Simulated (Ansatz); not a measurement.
# Fluorite CoSi2

Computed with PBE-D3(BJ) (Ansatz, a first-principles code, plane waves, PAW).

Run with plane-wave cutoff 500 eV, 12×12×12 k mesh, Fermi–Dirac smearing 0.05 eV, no spin polarisation, scalar-relativistic PAW data made under PBE.

Cell: relaxed at this level.

```
Item                                   Result
------------------------------  -------------
volume per atom                 12.43 Å³/atom
equilibrium lattice constant a        5.304 Å
```

Measured, for comparison: equilibrium volume per atom 12.87 Å³/atom, lattice constant a 5.365 Å (room temperature, not corrected to a static lattice; as tabulated in Hegde and Bowen (2014), arXiv:1405.1317). Computed (rounded) less measured: equilibrium volume per atom -3.4 %, lattice constant a -1.1 %. A static lattice is as a rule a little smaller and stiffer than an uncorrected measurement, which narrows the difference in the lattice constant a and would widen misses of the other sign.

Computed values are for the static lattice.

It cost about 26 core-seconds (a rough figure) of CPU time.
